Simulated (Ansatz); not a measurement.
## Pressure series in ZnS

Consider ZnS in the zinc blende structure (space group F-43m, No. 216).

```
ZnS
1.0
    0.00000     2.72172     2.72172
    2.72172     0.00000     2.72172
    2.72172     2.72172     0.00000
S Zn
1 1
Cartesian
  4.08258   4.08258   4.08258
  0.00000   0.00000   0.00000
```

Cell and atoms are relaxed at each pressure.

Method: Kohn–Sham DFT with the PBE functional, run in Ansatz (a first-principles code) with PAW and 420 eV plane waves, without spin-orbit coupling.

```json
[
 {"case": "base", "band gap": "2.02 eV", "electron mass": "0.17 mₑ (at Γ)", "lattice parameter a": "5.443 Å"},
 {"case": "pressure −2 GPa", "band gap": "1.88 eV", "electron mass": "0.16 mₑ (at Γ)", "lattice parameter a": "5.499 Å"},
 {"case": "pressure −1 GPa", "band gap": "1.95 eV", "electron mass": "0.16 mₑ (at Γ)", "lattice parameter a": "5.470 Å"},
 {"case": "pressure 1.8 GPa", "band gap": "2.12 eV", "electron mass": "0.17 mₑ (at Γ)", "lattice parameter a": "5.399 Å"},
 {"case": "pressure 4.2 GPa", "band gap": "2.25 eV", "electron mass": "0.18 mₑ (at Γ)", "lattice parameter a": "5.347 Å"},
 {"case": "pressure 9 GPa", "band gap": "2.47 eV", "electron mass": "0.19 mₑ (at Γ)", "lattice parameter a": "5.260 Å"},
 {"case": "pressure 18 GPa", "band gap": "2.80 eV", "electron mass": "0.20 mₑ (at Γ)", "lattice parameter a": "5.134 Å"},
 {"case": "pressure 30 GPa", "band gap": "2.79 eV", "electron mass": "1.2 mₑ along k, 0.31 mₑ across (at X)", "lattice parameter a": "5.010 Å"},
 {"case": "pressure 45 GPa", "band gap": "2.56 eV", "electron mass": "1.2 mₑ along k, 0.30 mₑ across (at X)", "lattice parameter a": "4.894 Å"},
 {"case": "pressure 60 GPa", "band gap": "2.37 eV", "electron mass": "1.3 mₑ along k, 0.30 mₑ across (at X)", "lattice parameter a": "4.803 Å"}
]
```

Load acts through the strain it causes; cell and atoms are relaxed under it. Effective masses come from finite differences of ±0.01 Å⁻¹. Along k means along the line from Γ to the band edge. Stability against distortions was not tested. Measured, ZnS leaves this structure (for rock salt) near 14.7 GPa (temperature not stated; as listed in Datta, Sujoy, Jana, Debnarayan, arXiv (2020)), on rising pressure, with hysteresis.
